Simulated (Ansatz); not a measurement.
An Ansatz (an electronic-structure program) input (PBEsol/PAW in Ansatz, no spin-orbit coupling):

Ansatz 0.2 input:
```yaml
crystal:
  lattice:
    - [0, 2.9127122785, 3.0666585371]
    - [3.0666585371, 0, 3.0666585371]
    - [3.0666585371, 2.9127122785, 0]
  atoms:
    - { symbol: Se, position: [0.25, 0.25, 0.25] }
    - { symbol: Hg, position: [0, 0, 0] }
basis: { ecutwfc: 420, ecutrho_ratio: 4, xc_grid: 2, fft_grid_basis: typed }
kpoints: { mp_grid: { grid: [9, 9, 9] } }
hamiltonian:
  xc: pbesol
  dispersion: none
  pseudopotentials: { kind: paw }
scf: { occupations: { method: fermi_dirac, width: 0.05 }, convergence: { dr2_threshold: 0.0000000002 } }
relax: { f_tol: 0.005, max_steps: 50 }
output: { forces: true, stress: true }
checkpoint: { write: state.ck, write_every: 1000 }
```

**Question.** Which symmetry and how many k-points will the program report, and about how many plane waves at Γ?

**Answer.** Space group I-4m2 (ITA 119) with 8 operations, k-points 75 of 729, and 1081 plane waves at Γ.

**Question.** And the final pressure?

**Answer.** 2.94 GPa (compression positive).

The cells carry an imposed strain or load. No phonon test of stability was made. All final runs are without spin polarisation. The cell was made from HgSe in the zinc blende structure (space group F-43m, No. 216) by this change: uniaxial strain ε_yy = −5.02 %.
